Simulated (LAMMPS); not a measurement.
LAMMPS 22 Jul 2025, classical MD, Tersoff (GaN.tersoff): GaN, 110592 atoms.

```text
units metal
atom_style atomic
read_data unit.data
replicate 24 24 24
pair_style tersoff
pair_coeff * * GaN.tersoff Ga N
velocity all create 1600 4928 dist gaussian loop geom
fix 1 all nve
fix 2 all langevin 800 800 0.04 9876 zero yes
timestep 0.001
thermo 100
run 300
reset_timestep 0
write_restart start.rst
```

```text
read_restart start.rst
pair_style tersoff
pair_coeff * * GaN.tersoff Ga N
neighbor 2.0 bin
neigh_modify every 1 delay 0 check no
fix 1 all nve
timestep 0.001
thermo_style custom step temp pe etotal press
thermo_modify format float %.10g
thermo 100
group probe id 1:48
dump probe probe custom 1000000 forces.txt id fx fy fz
dump_modify probe sort id format float %.8g
run 600
```

```bash
# ahead of the timed run: OMP_NUM_THREADS=1 mpirun -np 48 lmp -in in.warm -log none -nocite
OMP_NUM_THREADS=1 mpirun -np 32 lmp -in in.lmp -log log.lammps -nocite
```

Hardware: Arm Neoverse V2, 96 cores on 1 socket, no SMT, 1 L3 cache group.

On 32 ranks this takes 8.8 s. Times are wall-clock medians of two to five runs, from launch to exit, with nothing else on the machine. Unless noted, each process is bound to its own block of adjacent cores. The build: PyPI wheel: MPICH, OPENMP and OPT packages; another build can shift the numbers. Scratch files lie in a memory file system. A preparatory run goes ahead and isn't timed.

### Question
Speed this job up; the result has to stay within 1.0 meV/atom in energy, 10 meV/Å in forces on 48 atoms, 0.20 meV an atom in drift of the total energy. Keep to 32 cores.

### Answer
This is not unique; one that fits is going from neigh_modify = every 1 delay 0 check no to neigh_modify = every 10 delay 0 check yes, one of the fastest of the measured ones that keep the result.

```diff
-neigh_modify every 1 delay 0 check no
+neigh_modify every 10 delay 0 check yes
```

Time: 8.8 s to 5.1 s (1.7× as fast). List entries an atom go from 47 to 47, Neigh from 3.5 to 0 s and Pair from 4.8 to 4.7 s. Neighbour list builds go from 600 to 0. These two results differ by: energy equal as printed, forces on 48 atoms equal as printed, drift of the total energy equal as printed. Others tried: neigh_modify = every 1 delay 0 check yes (5.1 s); neigh_modify = every 1 delay 10 check yes (5.1 s).
